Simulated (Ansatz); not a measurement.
Worked example: zone-centre phonon calculation of SbAs (R3m, 2 atoms in the cell) in Ansatz (a quantum-chemistry and plane-wave program).

Method: LDA (PW92), default PAW files made with PBE (plane waves; Ansatz).

```
CELL_PARAMETERS angstrom
      2.02662     1.17007     3.70544
     -2.02662     1.17007     3.70544
      0.00000    -2.34014     3.70544
ATOMIC_POSITIONS crystal
  Sb 0.22910 0.22910 0.22910
  As 0.77090 0.77090 0.77090
```

Reference input (self-consistent single point, DFT, LDA (PW92), plane waves, default PAW files made with PBE): basis.ecutwfc = 420 eV; kpoints.mp_grid.grid = 10 10 10; hamiltonian.xc = lda; hamiltonian.pseudopotentials = {kind: paw} (the program's default PAW files); scf.occupations.method = fermi_dirac; scf.occupations.width = 0.1 eV. This run's input differs from it in these lines:

Ansatz 0.2 input:
```diff
@@ -11,3 +11,3 @@
 kpoints:
-  mp_grid: { grid: [10, 10, 10] }
+  mp_grid: { grid: [12, 12, 12] }
 hamiltonian:
@@ -17,6 +17,5 @@
   occupations: { method: fermi_dirac, width: 0.1 eV }
-output:
-  forces: true
-  eigenvalues: true
-  stress: true
+phonons:
+  method: dfpt
+  qmesh: [1, 1, 1]
```

Output, abridged:

```
SCF iter   1: F=—  HF=-11109.476983 eV  |F-HF|=—  |Δ(HF+E_count)|=         —  Δρ=5.75e-3  dr2=1.03e-2  ethr=1.77e-3  ⟨swp⟩=5.6  Hψ=44620  notcnv=0
all-band conjugate gradients solve this SCF's bands
preconditioner: auto → Kerker (q_TF=auto, 2.484 Å⁻¹)
SCF iter   2: F=—  HF=-11109.472980 eV  |F-HF|=—  |Δ(HF+E_count)|=   4.00e-3  Δρ=3.24e-3  dr2=3.15e-3  ethr=3.42e-5  ⟨swp⟩=1.4  Hψ=13188  notcnv=0
   [... lines left out ...]
SCF iter   8: F=—  HF=-11109.471880 eV  |F-HF|=—  |Δ(HF+E_count)|=   5.97e-9  Δρ=2.32e-6  dr2=5.13e-9  ethr=2.55e-10  ⟨swp⟩=2.7  Hψ=12985  notcnv=0
SCF iter   9: F=—  HF=-11109.471880 eV  |F-HF|=—  |Δ(HF+E_count)|=  5.17e-10  Δρ=6.82e-7  dr2=3.49e-10  ethr=1.71e-11  ⟨swp⟩=2.0  Hψ=16063  notcnv=0
SCF iter  10: F=—  HF=-11109.471880 eV  |F-HF|=—  |Δ(HF+E_count)|=  8.00e-11  Δρ=2.56e-7  dr2=5.33e-11  ethr=1.16e-12  ⟨swp⟩=2.4  Hψ=15510  notcnv=0
SCF iter  11: F=-11109.471880 eV  HF=-11109.471880 eV  |F-HF|=1.82e-12  |Δ(HF+E_count)|=  1.27e-11  Δρ=7.56e-8  dr2=4.57e-12  ethr=1.00e-12  ⟨swp⟩=6.0  Hψ=36629  notcnv=0
SCF 1 converged in 11 iterations: F = -11109.471880 eV  dr2 = 4.57e-12
DFPT response loops at Γ: preconditioner auto → Kerker (q_TF=auto, 2.484 Å⁻¹) (partly filled bands, converged f_vac=0.004) …
   [... lines left out ...]
WARN: on the 18×18×18 q-mesh 27 entries of the irreducible table, 8.745e-3 modes per cell, the lowest at 0.00 cm⁻¹, stand at or below zero and are read as no …
Free energy (F): -11109.471880 eV
Fermi energy:    9.700037 eV
   [... lines left out ...]
  largest difference from the sums on the solved wave vectors: F 6.46e-1 eV, S 9.03e-4 and C_V 2.58e-4 eV/K
  zero-point energy: 0.038592 eV/cell   skipped modes (ω ≤ 0): 30, of them read as no rigid motion or as one in doubt …
```

The run converged in 11 iterations. 

Summary of the result:
Free energy E − TS (on the zero of these files): -11109.4719 eV
Fermi level (on the code's own zero): 9.70 eV
Zone-centre frequencies (cm⁻¹; negative means imaginary): 0, 0, 0, 141, 141, 187

The starting cell comes from a database of computed structures (which also holds hypothetical and non-ambient phases and stackings), without a prior relaxation at this level. Its lattice was rescaled by up to half a per cent.

Cost on one core of a shared machine: roughly 3 min.
